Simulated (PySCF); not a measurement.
PySCF 2.14.0, BP86/def2-svp, df: V(F)5 ([F][V]([F])([F])([F])[F]), 6 atoms. The geometry is a generated start, not checked to be a minimum at this level.

* **task**: energy
* **method**: bp86
* **basis**: def2-svp
* **two-electron scheme**: density fitting
* **mol.max_memory**: 3000 MB
* **mf.max_cycle**: 100
* **mf.conv_tol**: 1e-09 (default)
* **mf.grids.level**: 3 (default)
* **basis functions**: 101
* **grid points**: 92216

```xyz
6

V     -0.0014    -0.0013     0.0035
F      1.0984    -0.6540     1.0327
F     -1.0937     0.6548    -1.0382
F      0.1673     1.4608     0.7493
F      0.9689    -0.3852    -1.2743
F     -1.1395    -1.0752     0.5271
```

Charge 0 and multiplicity 1 are set for this test and not shown to be the ground state.

With the defaults (mf.DIIS = CDIIS, mf.diis = true, mf.diis_space = 8, mf.diis_damp = 0, mf.level_shift = 0, newton = off, mf.init_guess = minao) it converges in 16 Fock builds. One run each on 2 threads, 1 BLAS thread, with these changes:
- mf.diis_space = 20
- mf.init_guess = huckel
- mf.DIIS = EDIIS
- mf.level_shift = 1 Hartree
- newton = Hessian by the SCF's own integrals
- mf.diis_space = 12
- mf.diis = false
- mf.diis_space = 3
- mf.diis_damp = 0.3

Problem. Which runs fail or end elsewhere than the default run?

Solution. No convergence: mf.DIIS = EDIIS; mf.diis = false (the run ends without SCF convergence in 100 cycles). The rest reach the solution of the defaults.

| setting | Fock builds | end |
|---|---|---|
| mf.diis_damp = 0.3 | 14 | same solution |
| mf.diis_space = 20 | 15 | same solution |
| mf.diis_space = 12 | 15 | same solution |
| the defaults | 16 | same solution |
| mf.init_guess = huckel | 19 | same solution |
| newton = Hessian by the SCF's own integrals | 44 | same solution |
| mf.level_shift = 1 Hartree | 50 | same solution |
| mf.diis_space = 3 | 92 | same solution |
| mf.DIIS = EDIIS | 101 | no convergence |
| mf.diis = false | 101 | no convergence |

Under newton the count holds the products with the orbital Hessian.
